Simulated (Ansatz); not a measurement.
## GaN: pressure series

Base system: GaN in the NiAs type structure (space group P6_3/mmc, No. 194; a = 2.969 Å, c = 5.041 Å; a model cell, its experimental status unchecked).

Cell and atoms are relaxed at each pressure.

Method: PBEsol/PAW in Ansatz (a first-principles code), no spin-orbit coupling.

```json
[
 {"variant": "base", "band gap": "1.21 eV", "volume per atom": "9.62 Å³", "c/a ratio": "1.698"},
 {"variant": "pressure −2 GPa", "band gap": "1.16 eV", "volume per atom": "9.71 Å³", "c/a ratio": "1.697"},
 {"variant": "pressure −1 GPa", "band gap": "[?]", "volume per atom": "9.66 Å³", "c/a ratio": "1.697"},
 {"variant": "pressure 0.3 GPa", "band gap": "1.22 eV", "volume per atom": "9.61 Å³", "c/a ratio": "1.698"},
 {"variant": "pressure 0.7 GPa", "band gap": "1.22 eV", "volume per atom": "[?]", "c/a ratio": "1.698"},
 {"variant": "pressure 1.5 GPa", "band gap": "1.24 eV", "volume per atom": "9.56 Å³", "c/a ratio": "1.699"},
 {"variant": "pressure 3 GPa", "band gap": "1.28 eV", "volume per atom": "9.49 Å³", "c/a ratio": "1.700"},
 {"variant": "pressure 5 GPa", "band gap": "1.32 eV", "volume per atom": "9.41 Å³", "c/a ratio": "1.701"},
 {"variant": "pressure 7.5 GPa", "band gap": "1.38 eV", "volume per atom": "9.32 Å³", "c/a ratio": "1.702"},
 {"variant": "pressure 10 GPa", "band gap": "1.43 eV", "volume per atom": "9.23 Å³", "c/a ratio": "1.703"}
]
```

Task: Fill in the withheld entries from the trend.

Result: 
- pressure −1 GPa, band gap: 1.18 eV
- pressure 0.7 GPa, volume per atom: 9.59 Å³

Load acts through the strain it causes; cell and atoms are relaxed under it. Whether these cells are dynamically stable was not tested. Competing high-pressure phases were not computed. This is not the structure that GaN has at room temperature and ambient pressure.
